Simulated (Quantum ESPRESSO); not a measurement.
Input and output of a self-consistent single point for MgH2 (P4_2/mnm, 6 atoms in the cell) (Quantum ESPRESSO).

Level of theory: LDA (PZ), GBRV 1.5 ultrasoft (LDA) pseudopotentials (plane waves; Quantum ESPRESSO).

```yaml
crystal:
  lattice:
    - [4.47669, 0.00000, 0.00000]
    - [0.00000, 4.47669, 0.00000]
    - [0.00000, 0.00000, 2.99254]
  atoms:
    - { symbol: Mg, position: [0.50000, 0.50000, 0.50000] }
    - { symbol: Mg, position: [0.00000, 0.00000, 0.00000] }
    - { symbol: H, position: [0.69557, 0.69557, 0.00000] }
    - { symbol: H, position: [0.30443, 0.30443, 0.00000] }
    - { symbol: H, position: [0.80443, 0.19557, 0.50000] }
    - { symbol: H, position: [0.19557, 0.80443, 0.50000] }
```

Reference input (self-consistent single point, DFT, LDA (PZ), plane waves, GBRV 1.5 ultrasoft (LDA) pseudopotentials): ecutwfc = 40 Ry; ecutrho = 200 Ry; occupations = smearing; smearing = gaussian; degauss = 0.000734986 Ry; potentials = {Mg: mg_lda_v1.4.uspp.F.UPF, H: h_lda_v1.4.uspp.F.UPF}; K_POINTS = automatic 8 8 11 0 0 0; conv_thr = 1e-10 Ry. This run's input differs from it in these lines:

```diff
@@ -14,4 +14,4 @@
    ntyp = 2,
-   ecutwfc = 40,
-   ecutrho = 200,
+   ecutwfc = 70,
+   ecutrho = 350,
    occupations = 'smearing',
```

Log, with long lists cut:

```
     Self-consistent Calculation

     iteration #  1     ecut=    70.00 Ry     beta= 0.70

     total energy              =    -254.70796746 Ry
     estimated scf accuracy    <       0.54663131 Ry

     iteration #  2     ecut=    70.00 Ry     beta= 0.70

     total energy              =    -254.80900458 Ry
     estimated scf accuracy    <       0.01109686 Ry

     iteration #  3     ecut=    70.00 Ry     beta= 0.70

     total energy              =    -254.81025088 Ry
     estimated scf accuracy    <       0.00033336 Ry

   [... 3 blocks of this kind left out ...]

     iteration #  7     ecut=    70.00 Ry     beta= 0.70

     total energy              =    -254.81026156 Ry
     estimated scf accuracy    <          2.9E-10 Ry

     iteration #  8     ecut=    70.00 Ry     beta= 0.70
     End of self-consistent calculation

     the Fermi energy is     2.4611 ev

!    total energy              =    -254.81026156 Ry
     estimated scf accuracy    <          3.3E-12 Ry
     smearing contrib. (-TS)   =      -0.00000000 Ry
     internal energy E=F+TS    =    -254.81026156 Ry

     convergence has been achieved in   8 iterations

     Forces acting on atoms (cartesian axes, Ry/au):

     atom    1 type  1   force =     0.00000000    0.00000000   -0.00000000
     atom    2 type  1   force =     0.00000000    0.00000000    0.00000000
     atom    3 type  2   force =     0.00005423    0.00005423    0.00000000
     atom    4 type  2   force =    -0.00005423   -0.00005423    0.00000000
     atom    5 type  2   force =    -0.00005423    0.00005423    0.00000000
     atom    6 type  2   force =     0.00005423   -0.00005423    0.00000000

     Total force =     0.000153     Total SCF correction =     0.000000

          total   stress  (Ry/bohr**3)                   (kbar)     P=      -14.68
  -0.00009760   0.00000000   0.00000000          -14.36        0.00        0.00
   0.00000000  -0.00009760   0.00000000            0.00      -14.36        0.00
   0.00000000   0.00000000  -0.00010428            0.00        0.00      -15.34

   JOB DONE.
```

The run converged in 8 iterations. Against the reference run the free energy drops by 1.8 meV/atom, the pressure hardly changes (-1.41 to -1.47 GPa), the largest force stays at 0.002 eV/Å and the gap on the mesh hardly changes (3.504 to 3.503 eV).

The starting cell comes from a database of computed structures (which also holds hypothetical and non-ambient phases and stackings), without a prior relaxation at this level.

Cost on one core of a shared machine: roughly 40 s.
